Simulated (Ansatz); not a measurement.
Start from Ga$_{2}$O$_{3}$ in the corundum structure (space group R-3c, No. 167; a = 5.058 Å, c = 13.623 Å (hexagonal axes)).

Structures relaxed with Ansatz (a quantum-chemistry and plane-wave program), PBE, PAW, cutoff 420 eV, scalar-relativistic without spin-orbit coupling.

Base:

Simulated powder pattern, Cu Kα1, λ = 1.54056 Å (kinematic, ideal powder, no thermal factors, no anomalous dispersion; the 10 strongest lines at most, above 2 %, up to 2θ = 90°):

```
2θ (°)  I/Imax (%)       hkl
------  ----------  --------
24.14           25     (012)
33.30          100     (104)
35.47           82     (110)
40.81           12     (113)
49.44           40     (024)
54.25           43     (116)
62.31           36     (214)
63.68           31     (300)
72.62           13  (1 0 10)
84.63           12     (134)
```

It is then changed as follows: cell and atoms relaxed at a pressure of 0.9 GPa.

After the change:

Simulated powder pattern, Cu Kα1, λ = 1.54056 Å (kinematic, ideal powder, no thermal factors, no anomalous dispersion; the 10 strongest lines at most, above 2 %, up to 2θ = 90°):

```tsv
2θ (°)	I/Imax (%)	hkl
24.17	25	(012)
33.35	100	(104)
35.52	82	(110)
40.87	12	(113)
49.51	40	(024)
54.34	43	(116)
62.41	36	(214)
63.78	31	(300)
72.77	13	(1 0 10)
84.77	12	(134)
```

The indices refer to the base's conventional cell; one index is shown for lines that coincide.

Load acts through the strain it causes; cell and atoms are relaxed under it. Whether these cells are dynamically stable was not tested.
